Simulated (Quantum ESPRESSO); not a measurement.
Input and output of a relaxation of the atoms for ZrSc (P3m1, 2 atoms in the cell) (Quantum ESPRESSO).

Computed with LDA (PW92), PseudoDojo standard norm-conserving (LDA) pseudopotentials (plane waves; Quantum ESPRESSO).

Input:

```fortran
&control
 calculation = 'relax'
 outdir = './tmp/'
 pseudo_dir = './'
 forc_conv_thr = 3.9e-05
/
&system
 ibrav = 0
 nat = 2
 ntyp = 2
 ecutwfc = 80
 occupations = 'smearing'
 smearing = 'fermi-dirac'
 degauss = 0.0073499
/
&electrons
 conv_thr = 1.0d-10
 mixing_beta = 0.3
/
&ions
/
ATOMIC_SPECIES
Zr    91.2240  Zr.upf
Sc    44.9559  Sc.upf
ATOMIC_POSITIONS angstrom
Zr    1.649631874    0.952415406    0.149999268
Sc    0.000000000    0.000000000    2.590392500
K_POINTS automatic
8 8 5  0 0 0
CELL_PARAMETERS angstrom
   3.299263747     0.000000000     0.000000000
  -1.649631874     2.857246219     0.000000000
   0.000000000     0.000000000     5.180785000
```

Log, with long lists cut:

```
     Self-consistent Calculation

     iteration #  1     ecut=    80.00 Ry     beta= 0.30

     Threshold (ethr) on eigenvalues was too large:
     Diagonalizing with lowered threshold

     total energy              =    -198.08252536 Ry
     estimated scf accuracy    <       0.05617120 Ry

     iteration #  2     ecut=    80.00 Ry     beta= 0.30

     total energy              =    -198.08548939 Ry
     estimated scf accuracy    <       0.02483356 Ry

     iteration #  3     ecut=    80.00 Ry     beta= 0.30

     total energy              =    -198.08751026 Ry
     estimated scf accuracy    <       0.01148587 Ry

   [... 8 blocks of this kind left out ...]

     iteration # 12     ecut=    80.00 Ry     beta= 0.30

     total energy              =    -198.08871690 Ry
     estimated scf accuracy    <          1.2E-09 Ry

     iteration # 13     ecut=    80.00 Ry     beta= 0.30
     End of self-consistent calculation

     the Fermi energy is    10.9748 ev

!    total energy              =    -198.08871690 Ry
     estimated scf accuracy    <          3.2E-11 Ry
     smearing contrib. (-TS)   =      -0.00713910 Ry
     internal energy E=F+TS    =    -198.08157780 Ry

     convergence has been achieved in  13 iterations

     Forces acting on atoms (cartesian axes, Ry/au):

     atom    1 type  1   force =     0.00000000   -0.00000000   -0.01330626
     atom    2 type  2   force =     0.00000000    0.00000000    0.01330626

     Total force =     0.018818     Total SCF correction =     0.000008

     BFGS Geometry Optimization
     Energy error            =      3.5E-04 Ry
     Gradient error          =      1.3E-02 Ry/Bohr

     number of scf cycles    =   1
     number of bfgs steps    =   0

   [... lines left out ...]
     the Fermi energy is    10.9857 ev
!    total energy              =    -198.09049718 Ry
     Total force =     0.000022     Total SCF correction =     0.000004
     bfgs converged in   7 scf cycles and   6 bfgs steps
   [... lines left out ...]
     (criteria: energy <  1.0E-04 Ry, force <  3.9E-05 Ry/Bohr)

     End of BFGS Geometry Optimization

     Final energy             =    -198.0904971848 Ry

     File ./tmp/pwscf.bfgs deleted, as requested
Begin final coordinates

ATOMIC_POSITIONS (angstrom)
Zr               1.6496318740        0.9524154060        0.0750998297
Sc              -0.0000000000       -0.0000000000        2.6652919383
End final coordinates

   JOB DONE.
```

The run converged.  The full log also holds: “c_bands:  1 eigenvalues not converged”. The full log also holds: “WARNING: bfgs curvature condition failed, Theta= 0.902”.

Summary of the result:
* **Free energy E − TS**: -2695.1585 eV
* **Fermi level (on the code's own zero)**: 10.99 eV
* **Relaxation steps**: 6

The starting cell comes from a database of computed structures (which also holds hypothetical and non-ambient phases and stackings), without a prior relaxation at this level. Its lattice was rescaled by up to half a per cent. For this run, on top of that: one atom moved by 0.15 angstrom. The relaxation keeps the symmetry of its start, so its end need not be a minimum.

Cost on one core of a shared machine: roughly 6 min.
